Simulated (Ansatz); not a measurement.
Base system: GaAs in the zinc blende structure (space group F-43m, No. 216; a = 5.659 Å). Axes: x, y, z lie along the cube axes.

Now apply this change: compressive biaxial strain of 0.13 % in the plane normal to [111], as in epitaxy on a mismatched substrate; the out-of-plane cell vector and the atoms relax.

All numbers come from Kohn–Sham DFT with the PBEsol functional, run in Ansatz (a quantum-chemistry and plane-wave program) with PAW and 420 eV plane waves, no spin-orbit coupling.

Q: Give the band edges at the high-symmetry points of the new zone, measured from its valence-band maximum.

A: 
| point | valence edge (eV) | conduction edge (eV) |
|---|---|---|
| Γ | 0.00 | 0.43 |
| T | -1.14 | 0.94 |
| H₂ | -3.38 | 4.58 |
| H₀ | -3.38 | 4.58 |
| L | -1.15 | 0.92 |
| S₀ | -2.28 | 1.86 |
| S₂ | -2.28 | 1.86 |
| F | -2.69 | 1.35 |

The gap is 0.43 eV, direct at Γ.

Stability against distortions was not tested. Labels are those of the standard path for the cell's own space group.
